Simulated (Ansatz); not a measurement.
Level of theory: PBE (plane waves to 420 eV, PAW; Ansatz, an electronic-structure program).

Electrostatic potential energy of an electron, averaged over planes parallel to the surface, in eV from the highest filled level, for a constructed model of the (111)A surface of zinc-blende BN, B-terminated, 2x2 N adatom at H3 (bottom of the slab: 3 H on 4 bottom sites):

| z (Å) | V (eV) |
|---|---|
| 3.66 | 1.69 |
| 3.94 | 1.69 |
| 4.22 | 1.69 |
| 4.50 | 1.69 |
| 4.78 | 1.69 |
| 5.06 | 1.69 |
| 5.34 | 1.68 |
| 5.62 | 1.68 |
| 5.91 | 1.68 |
| 6.19 | 1.67 |
| 6.47 | 1.65 |
| 6.75 | 1.61 |
| 7.03 | 1.52 |
| 7.31 | 1.34 |
| 7.59 | 0.94 |
| 7.88 | -0.36 |
| 8.16 | -1.92 |
| 8.44 | -1.51 |
| 8.72 | -5.95 |
| 9.00 | -13.70 |
| 9.28 | -19.64 |
| 9.56 | -19.33 |
| 9.84 | -13.45 |
| 10.12 | -6.59 |
| 10.41 | -2.05 |
| 10.69 | -3.81 |
| 10.97 | -10.76 |
| 11.25 | -17.32 |
| 11.53 | -19.68 |
| 11.81 | -15.87 |
| 12.09 | -9.64 |
| 12.38 | -3.48 |
| 12.66 | -2.12 |
| 12.94 | -7.46 |
| 13.22 | -14.68 |
| 13.50 | -19.45 |
| 13.78 | -18.15 |
| 14.06 | -12.46 |
| 14.34 | -5.89 |
| 14.62 | -1.88 |
| 14.91 | -4.42 |
| 15.19 | -11.59 |
| 15.47 | -17.92 |
| 15.75 | -19.47 |
| 16.03 | -15.06 |
| 16.31 | -8.70 |
| 16.59 | -2.89 |
| 16.88 | -2.35 |
| 17.16 | -7.36 |
| 17.44 | -13.31 |
| 17.72 | -16.78 |
| 18.00 | -16.05 |
| 18.28 | -11.79 |
| 18.56 | -6.05 |
| 18.84 | -1.93 |
| 19.12 | -0.13 |
| 19.41 | 2.07 |
| 19.69 | 4.51 |
| 19.97 | 5.86 |
| 20.25 | 6.32 |
| 20.53 | 6.52 |
| 20.81 | 6.60 |
| 21.09 | 6.63 |
| 21.38 | 6.65 |
| 21.66 | 6.65 |
| 21.94 | 6.66 |
| 22.22 | 6.66 |
| 22.50 | 6.66 |
| 22.78 | 6.66 |
| 23.06 | 6.66 |
| 23.34 | 6.66 |
| 23.62 | 6.66 |

Slab: 44 atoms, 10.9 Å thick at the start with caps and adatoms (thin: gaps and levels are the slab's own); k 5x5x1, smearing 0.025 eV, dipole-corrected; 8 atoms held, the rest relaxed; held to the start's symmetry, so lower structures may exist; no spin, no spin-orbit, no U. It is one candidate, not shown to be the stable structure of the face.

**Question.** The surface cell has an area of 22.76 Å². What dipole along the normal does the step between the two vacuum levels imply?

**Answer.** the top vacuum level lies 4.97 eV above the bottom one; p = −ε₀ A ΔV (ε₀ = 0.005526 e/(V·Å)) gives -0.63 e·Å a cell.
